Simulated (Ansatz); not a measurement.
Consider TiC in the rock salt structure (space group Fm-3m, No. 225; a = 4.293 Å).

Method: Kohn–Sham DFT with the PBEsol functional, run in Ansatz (an electronic-structure program) with PAW and 420 eV plane waves, without spin-orbit coupling, earlier PAW set.

Base values:

The volume per atom is 9.89 Å³.

Perturbation: Cd takes the place of Ti on all its sites, then cell and atoms are relaxed.

Problem. How does this affect the volume per atom?

Solution. The volume per atom rises by 3.52 Å³, from 9.89 Å³ to 13.41 Å³.

Whether these cells are dynamically stable was not tested. As relaxed here, CdC is a hypothetical phase, not in the database extracts checked. The final runs are not spin-polarised.
